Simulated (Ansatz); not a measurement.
Input and output of a relaxation of the atoms for SnSe (P4mm, 4 atoms in the cell) (Ansatz, a quantum-chemistry and plane-wave program).

Computed with LDA (PW92), default PAW files made with PBE (plane waves; Ansatz).

The change in words: one atom moved by 0.15 angstrom; relax: default → atoms; relax.f_tol: default → 0.05 eV/Å. Reference geometry:
```
CELL_PARAMETERS angstrom
      4.29819     0.00000     0.00000
      0.00000     4.29819     0.00000
      0.00000     0.00000    11.02366
ATOMIC_POSITIONS crystal
  Sn 0.50000 0.00000 0.37223
  Sn 0.00000 0.50000 0.62777
  Se 0.50000 0.00000 0.61604
  Se 0.00000 0.50000 0.38396
```

Reference input (self-consistent single point, DFT, LDA (PW92), plane waves, default PAW files made with PBE): basis.ecutwfc = 420 eV; kpoints.mp_grid.grid = 6 6 3; hamiltonian.xc = lda; hamiltonian.pseudopotentials = {kind: paw} (the program's default PAW files); scf.occupations.method = fermi_dirac; scf.occupations.width = 0.05 eV. This run's input differs from it in these lines:

```diff
@@ -7,3 +7,3 @@
   atoms:
-    - { symbol: Sn, position_ang: [2.14909300, 0.00000000, 4.10333771] }
+    - { symbol: Sn, position_ang: [2.14909300, 0.00000000, 4.25333668] }
     - { symbol: Sn, position_ang: [0.00000000, 2.14909300, 6.92032429] }
@@ -20,2 +20,4 @@
   occupations: { method: fermi_dirac, width: 0.05 }
+relax:
+  f_tol: 0.05
 output:
```

Log, with long lists cut:

```
   [... SCF lines of the steps left out ...]
relax step   1: F+E_penalty+E_count = -22526.67785056 eV  Δ(F+E_penalty+E_count) = +0.000e0 eV  max|allowed force component| = 9.979e-1 eV/Å  Δτ_max = 0.0000 Å  (6 SCF iters, dr2 threshold 6.25e-5 eV, accepted)
relax step   2: F+E_penalty+E_count = -22526.72202115 eV  Δ(F+E_penalty+E_count) = -4.417e-2 eV  max|allowed force component| = 3.607e-1 eV/Å  Δτ_max = 0.1352 Å  (5 SCF iters, dr2 threshold 6.22e-5 eV, accepted)
relax step   3: F+E_penalty+E_count = -22526.73828503 eV  Δ(F+E_penalty+E_count) = -1.626e-2 eV  max|allowed force component| = 1.031e-2 eV/Å  Δτ_max = 0.0430 Å  (5 SCF iters, dr2 threshold 8.13e-6 eV, accepted)
relax step   4: F+E_penalty+E_count = -22526.73828512 eV  Δ(F+E_penalty+E_count) = -8.870e-8 eV  max|allowed force component| = 1.059e-2 eV/Å  Δτ_max = 0.0000 Å  (3 SCF iters, accepted)
the relaxation is at rest under the 8 symmetry operations that the run kept from its start: a minimum is not shown …
Stability not checked: this state was not tested for a lower state beside it, because too few of the mixer's solves of this state at the end of the SCF gave a …
Free energy (F): -22526.738285 eV
Internal energy: -22526.738285 eV  (E = F + TS)
E sigma→0 (E₀):  -22526.738285 eV
Entropy (-TS):   -0.000000 eV (-0.000 meV/atom)
Fermi energy:    2.837419 eV
--- Forces (eV/Å), atoms counted from 1 ---
  atom   1  Sn     0.00000000     0.00000000     0.00073423
   [... lines left out ...]
  F+E_penalty+E_count = -22526.73828512 eV   max|allowed force component| = 1.059e-2 eV/Å
  atoms:
    - { symbol: Sn, position: [0.4999999999999999, 0.0, 0.383618343792909] }
    - { symbol: Sn, position: [-2.30646596255552e-18, 0.4999999999999999, 0.6231413097410028] }
    - { symbol: Se, position: [0.4999999999999999, 0.0, 0.6244080345813853] }
    - { symbol: Se, position: [-7.57755407347152e-19, 0.4999999999999999, 0.38243931199047576] }
```

The run converged.  The full log also holds: “iter 5 did not close the SCF: its close was put off for the readings that it lacked (scf_convergence_deferred on its scf_iter line)”.

Summary of the result:
```
Item                                                      Value
-----------------------------------------------  --------------
Free energy E − TS (on the zero of these files)  -22526.7383 eV
Gap on the k-point mesh                                 1.46 eV
Pressure                                              -1.19 GPa
Largest force (vector length)                        0.011 eV/Å
Relaxation steps                                              4
```

The starting cell comes from a database of computed structures (which also holds hypothetical and non-ambient phases and stackings), without a prior relaxation at this level. Its lattice was rescaled by up to half a per cent. For this run, on top of that: one atom moved by 0.15 angstrom. The relaxation keeps the symmetry of its start, so its end need not be a minimum. Ansatz's pressure includes its estimate of the finite-basis (Pulay) stress.

Cost on one core of a shared machine: roughly 40 s.

Keys are those of Ansatz 0.2.
